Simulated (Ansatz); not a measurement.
The starting structures come from a database of crystals and need not be the phases stable at ambient conditions.

```
KLaNaNbO5
1.0
    5.84598     0.00000     0.00000
    0.00000     8.41295     0.00000
    0.00000     0.00000     5.84598
K Na La Nb O
2 2 2 2 10
Direct
  0.50000   0.00000   0.50000
  0.00000   0.00000   0.00000
  0.50000   0.75852   0.00000
  0.00000   0.24148   0.50000
  0.00000   0.50000   0.00000
  0.50000   0.50000   0.50000
  0.50000   0.25533   0.00000
  0.00000   0.74467   0.50000
  0.50000   0.03327   0.00000
  0.00000   0.96673   0.50000
  0.27078   0.32710   0.77078
  0.72922   0.32710   0.77078
  0.72922   0.32710   0.22922
  0.27078   0.32710   0.22922
  0.22922   0.67290   0.27078
  0.77078   0.67290   0.27078
  0.77078   0.67290   0.72922
  0.22922   0.67290   0.72922
```

Space group of this cell: P4/nmm. The cell is taken as given; by r2SCAN its mean pressure is -4.1 GPa.

Transport runs along the normal of the first two printed cell vectors, the (100) plane of the conventional cell.

The gap is the functional's own, uncorrected, and κ follows it; spin-orbit coupling is left out. Mid-gap values are interpolated between the computed energies.

Problem. Give the band gap and the smallest decay constant κ at mid-gap that r2SCAN (Ansatz, a first-principles code) yields.

Solution. Gap 4.03 eV on a 6×4×6 mesh; κ = 0.457 1/Å, at the zone centre.
